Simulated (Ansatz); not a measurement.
## Electron-phonon data for PdAl (P2_13)

Consider the following.

```xyz
8
Lattice="4.8504 0.0000 0.0000 0.0000 4.8504 0.0000 0.0000 0.0000 4.8504" Properties=species:S:1:pos:R:3 pbc="T T T"
Al     4.0952     4.0952     4.0952
Al     3.1804     0.7552     1.6700
Al     1.6700     3.1804     0.7552
Al     0.7552     1.6700     3.1804
Pd     0.7151     0.7151     0.7151
Pd     1.7101     4.1353     3.1403
Pd     3.1403     1.7101     4.1353
Pd     4.1353     3.1403     1.7101
```

Calculation: PBEsol, DFPT electron-phonon coupling, linearised Boltzmann equation (plane waves, PAW, scalar-relativistic; Ansatz, a first-principles code). Cell: relaxed with this functional, without spin-orbit coupling.

The resistivity at 300 K comes out as 13.5 μΩ·cm.

A metal at this level (no band gap). Only scattering by harmonic phonons is included (no impurities, grain boundaries, electron-electron scattering or thermal expansion). Spin-orbit coupling is left out. Halving the electron mesh (20x20x20) moves the resistivity by up to 1 % at 300 K. Smearing 0.20 eV; phonons on a 3x3x3 q mesh, which this run doesn't test and which matters most at low temperature.
